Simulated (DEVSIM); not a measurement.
Device: Al0.4Ga0.6As/GaAs p-n heterojunction, at 300 K.

Layer 1 from the left is Al0.4Ga0.6As, thickness (μm) 0.250, Na (cm⁻³) 4.2e16, τn (s) 1e-9, τp (s) 1e-9. Layer 2 from the left is GaAs, thickness (μm) 0.180, Nd (cm⁻³) 7.2e15, τn (s) 1e-9, τp (s) 1e-9.

Left contact: ohmic. Right contact: ohmic. Voltage is applied to the left contact. Recombination: SRH at mid-gap. Mobility is μmin + (μ − μmin)/(1 + (N/Nref)^α).

The device is made up for the run: typed textbook-type constants, with dimensions and the other settings drawn at random. Values at 300 K.

Al0.4Ga0.6As: gap (eV) 1.9228, affinity (eV) 3.754, permittivity 11.76, Nc (cm⁻³) 7.93e17, Nv (cm⁻³) 9e18, μn (cm²/Vs) 3220, μp (cm²/Vs) 158, μn,min 500, μp,min 20, Nref,n 6e16, Nref,p 1.5e17, αn 0.39, αp 0.38. GaAs: gap (eV) 1.424, affinity (eV) 4.07, permittivity 12.9, Nc (cm⁻³) 4.7e17, Nv (cm⁻³) 9e18, μn (cm²/Vs) 8500, μp (cm²/Vs) 400, μn,min 500, μp,min 20, Nref,n 6e16, Nref,p 1.5e17, αn 0.39, αp 0.38.

Simulated with DEVSIM: 1D drift-diffusion, Boltzmann statistics, complete ionisation; no tunnelling, impact ionisation, image-force lowering or self-heating. Band offsets follow the typed affinities; no thermionic-emission limit at abrupt steps, no polarisation charge.

Problem. What does the simulation give for the largest field in the device at zero bias, the dark forward voltage at 1 A/cm²?

Solution. largest field in the device at zero bias 69000 V/cm; dark forward voltage at 1 A/cm² 0.922 V.
